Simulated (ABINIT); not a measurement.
A self-consistent single point of Re (P6_3/mmc, 2 atoms in the cell) with ABINIT.

Method of the run: PBE, PAW (JTH v2.0 PBE PAW) (plane waves; ABINIT).

The change in words: lattice scaled by 0.98. Reference geometry:
```
Re
1.0
    1.39118    -2.40959     0.00000
    1.39118     2.40959     0.00000
    0.00000     0.00000     4.49613
Re
2
Direct
  0.33333   0.66667   0.25000
  0.66667   0.33333   0.75000
```

Reference input (self-consistent single point, DFT, PBE, plane waves, PAW (JTH v2.0 PBE PAW)): pseudos = [Re.GGA_PBE-JTH.xml]; ecut = 20 Ha; pawecutdg = 40 Ha; occopt = 7; tsmear = 0.00367493 Ha; ngkpt = 14 14 7; nshiftk = 1; shiftk = 0 0 0; potentials = JTH v2.0 PBE PAW; nband = 21; kptopt = 1; nstep = 50. This run's input differs from it in these lines:

```diff
@@ -3,3 +3,3 @@
 pseudos "Re.GGA_PBE-JTH.xml"
-acell 2.7823560125 2.7823560125 4.4961260000 Angstrom
+acell 2.7267083483 2.7267083483 4.4062030000 Angstrom
 rprim
```

Output, abridged:

```
--- !BeginCycle
solver: {iscf: 17, nstep: 50, nline: 4, wfoptalg: 10, }
tolerances: {toldfe: 1.00E-09, }
...

     iter   Etot(hartree)      deltaE(h)  residm     nres2
 ETOT  1  -159.75175572781    -1.598E+02 2.564E+00 6.567E+00
 ETOT  2  -160.46217418631    -7.104E-01 2.509E-02 9.218E-01
 ETOT  3  -160.46206417746     1.100E-04 1.424E-02 2.345E-01
 ETOT  4  -160.46215399430    -8.982E-05 1.325E-02 2.957E-03
 ETOT  5  -160.46215251086     1.483E-06 1.274E-03 1.016E-04
 ETOT  6  -160.46215280522    -2.944E-07 7.531E-04 5.782E-06
 ETOT  7  -160.46215280125     3.971E-09 4.715E-04 2.740E-07
 ETOT  8  -160.46215280121     4.715E-11 1.967E-04 1.317E-08
 ETOT  9  -160.46215280121    -3.894E-12 2.149E-04 1.097E-09
 At SCF step    9, etot is converged :
  for the second time, diff in etot=  3.894E-12 < toldfe=  1.000E-09

 Cartesian components of stress tensor (hartree/bohr^3)
  sigma(1 1)= -7.05215671E-04  sigma(3 2)=  0.00000000E+00
  sigma(2 2)= -7.05215674E-04  sigma(3 1)=  0.00000000E+00
  sigma(3 3)= -7.01161710E-04  sigma(2 1)=  0.00000000E+00

 ----iterations are completed or convergence reached----

 reduced coordinates (array xred) for    2 atoms
       0.333333333333      0.666666666667      0.250000000000
       0.666666666667      0.333333333333      0.750000000000
 cartesian forces (eV/Angstrom) at end:
    1      0.00000000000000    -0.00000000000000    -0.00000000000000
    2     -0.00000000000000     0.00000000000000    -0.00000000000000
 frms,max,avg= 1.2918185E-26 1.6122869E-26   0.000E+00  0.000E+00  0.000E+00 e/A
   [... lines left out ...]
 Fermi (or HOMO) energy (hartree) =   0.39767   Average Vxc (hartree)=  -0.53611
 Fermi (or HOMO) energy (eV) =  10.82124   Average Vxc (eV)= -14.58821
   [... lines left out ...]
'-kT*entropy'       : -2.38405196815205E-04
total_energy        : -1.60462138184893E+02
total_energy_eV     : -4.36639683714548E+03
...

-Cartesian components of stress tensor (GPa)         [Pressure=  2.0708E+01 GPa]
- sigma(1 1)= -2.07481579E+01  sigma(3 2)=  0.00000000E+00
- sigma(2 2)= -2.07481580E+01  sigma(3 1)=  0.00000000E+00
- sigma(3 3)= -2.06288862E+01  sigma(2 1)=  0.00000000E+00

 Calculation completed.
```

The run converged in 9 iterations. 

The starting cell has typed, rounded lattice constants, without a prior relaxation at this level. Its lattice was rescaled by a random factor within 2.5 % of one. For this run, on top of that: lattice scaled by 0.98. Spin polarisation is off. With a pressure of about 21 GPa the cell is away from its equilibrium volume at this level.

These are the values that this program gave, and no reference: the one-centre exchange-correlation terms come from a truncated expansion.

Cost on one core of a shared machine: roughly 2 min.
